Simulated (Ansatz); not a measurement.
Band structure of TePd (P3_221, 6 atoms in the cell).

```
CELL_PARAMETERS angstrom
      4.46848     0.00000     0.00000
     -2.23424     3.86982     0.00000
      0.00000     0.00000    10.23708
ATOMIC_POSITIONS crystal
  Pd 0.71980 0.00000 0.66667
  Pd 0.00000 0.71980 0.33333
  Pd 0.28020 0.28020 0.00000
  Te 0.48890 0.00000 0.16667
  Te 0.00000 0.48890 0.83333
  Te 0.51110 0.51110 0.50000
```

Computed with PBEsol with spin-orbit coupling, default PAW files made with PBE (plane waves; Ansatz, a first-principles code).

Settings: basis.ecutwfc = 30.9 Ry; kpoints.mp_grid.grid = 5 5 2; hamiltonian.xc = pbesol; hamiltonian.pseudopotentials = {kind: paw} (the program's default PAW files); magnetization.noncollinear = true; magnetization.spin_orbit = true; scf.occupations.method = cold; scf.occupations.width = 0.0073 Ry; kpoints.band_path.npoints = 10.

The starting cell was generated: these elements placed on a structure prototype, without a prior relaxation; it need not be a known phase or ordering of this composition.

Levels in eV from the Fermi level, bands 99 to 106:
```tsv
point	99	100	101	102	103	104	105	106
Γ	-0.13	-0.13	0.72	0.72	1.05	1.05	1.17	1.17
M	-1.03	-1.03	0.19	0.19	0.36	0.36	0.62	0.62
K	-0.83	-0.76	-0.75	-0.75	0.01	0.01	0.61	0.61
A	-0.14	-0.14	0.21	0.21	1.18	1.18	1.30	1.30
L	-0.62	-0.62	-0.39	-0.39	-0.21	-0.21	0.87	0.87
H	-0.63	-0.63	-0.59	-0.59	-0.48	-0.42	-0.41	-0.41
```

Bands cross the Fermi level along this path, so the cell is metallic at this level.

The net moment of the cell came out as 0.00 μB.

Keys are those of Ansatz 0.2.
